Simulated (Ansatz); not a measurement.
Phonon-limited resistivity of VIr3 (P6_3/mmc) against temperature in μΩ·cm, PBEsol, DFPT electron-phonon coupling, linearised Boltzmann equation (Ansatz, a quantum-chemistry and plane-wave program), harmonic crystal at a fixed cell. x, y and z are the axes of this cell:
```
Ir3V
1.0
    5.40131     0.00000     0.00000
   -2.70066     4.67768     0.00000
    0.00000     0.00000     4.31004
V Ir
2 6
Direct
  0.33333   0.66667   0.75000
  0.66667   0.33333   0.25000
  0.16745   0.33490   0.25000
  0.83255   0.66510   0.75000
  0.83255   0.16745   0.75000
  0.16745   0.83255   0.25000
  0.66510   0.83255   0.25000
  0.33490   0.16745   0.75000
```

| T | ρ (x, y) | ρ (z) |
|---|---|---|
| 50 K | 0.42 | 0.28 |
| 77 K | 1.55 | 1.09 |
| 100 K | 2.8 | (withheld) |
| 150 K | (withheld) | 3.9 |
| 200 K | 8.4 | 5.8 |
| 250 K | 11.0 | 7.6 |
| 273 K | 12.2 | 8.5 |
| 300 K | 13.6 | 9.4 |
| 350 K | 16.1 | 11.2 |
| 400 K | 18.7 | 12.9 |
| 500 K | 24 | 16.4 |
| 600 K | 29 | 19.9 |
| 800 K | 39 | 27 |

Task: Complete the blanks.

Result: 
- 100 K, ρ (z): 1.97
- 150 K, ρ (x, y): 5.6

A metal at this level (no band gap). Only scattering by harmonic phonons is included (no impurities, grain boundaries, electron-electron scattering or thermal expansion). Spin-orbit coupling is left out, which matters with elements this heavy. Halving the electron mesh (20x20x20) moves the resistivity by up to 4 %. Smearing 0.20 eV; phonons on a 3x3x3 q mesh, which this run doesn't test and which matters most at low temperature.

Computed structure with no diffraction record at hand here (it may be known, metastable or hypothetical): VIr3 (P6_3/mmc). Treated as nonmagnetic (a ferromagnetic start lost its moment, other orders weren't tried): VIr3 (P6_3/mmc).
